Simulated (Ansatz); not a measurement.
**Al: energy against volume**

Al (fcc, Fm-3m, 16.186 Å³/atom and stress up to 0.01 GPa in the relaxed cell, cube axes along x, y and z) under an equal strain ε along all three axes. PBEsol in Ansatz, a plane-wave DFT program (PAW, default set), 420 eV, 28×28×28 Γ-centred mesh, Fermi-Dirac smearing 0.10 eV.

Here V stands for volume and E for E less E0.

```csv
volume (Å³/atom),E less E0 (meV/atom),pressure (GPa)
14.7727,?,?
15.2344,15.64,5.69
15.4687,8.58,4.11
15.7055,3.69,2.64
15.9447,0.86,1.27
16.1862,0.00,-0.01
16.4303,1.00,-1.19
16.6767,3.78,-2.29
16.9256,8.22,-3.32
17.1770,14.26,-4.26
```

Task: Fit E against V with the third-order Birch-Murnaghan form, a cubic in V^(-2/3), and predict the withheld value at V = 14.7727.

Result: With u = V^(-2/3) - 0.156, the rows have u = 0.006723, 0.005076, 0.003453, 0.001854, 0.000280, -0.001272, -0.002800, -0.004305, -0.005789. Least squares gives E = 0.047 - 268.61·u + 381097·u² + 577513·u³. Residuals (row less fit): -0.002, 0.002, 0.003, -0.003, -0.002, -0.004, 0.006, 0.000, -0.001; standard error 0.004 (degrees of freedom: 5). Its minimum lies at u = 0.000352, so V0 = (0.156352)^(-3/2) = 16.17. There d²E/du² = 763400 and d³E/du³ = 3465000, so B0 = (4/9) × 16.17^(-7/3) × 763400 × 0.160218 = 82.2 GPa (the last factor turns the table's units into GPa), and B0' = 4 + (2/3) × 0.156352 × (3465000)/763400 = 4.5. B0' rests on the cubic coefficient alone and has a standard error of 0.1 from these residuals. At the withheld row, u = 0.010096, so E = 0.047 - 268.61 × 0.010096 + 381097 × 0.010096² + 577513 × 0.010096³ = 36.774 meV/atom. The calculation gives 36.76 meV/atom, 0.014 meV/atom below the prediction (0.0 % of the range of E in the table). The row lies outside the fitted rows, so this is an extrapolation. The scatter of the fitted rows lies at the last printed digit.

In a metal these values are sensitive to mesh and smearing; energies are taken to zero smearing, stresses follow the free energy. Other structures, which can take over under pressure, weren't tried. The same form fitted to the pressure column gives B0' = 4.5; series where the two differ by over 0.4 aren't shown. Rows are the converged runs of the series near zero and its far end, less any whose ions stayed unrelaxed beside relaxed ones; series whose fitted rows scatter by over a few per cent of the range, as at a crossing or softening among them, aren't shown in this form.
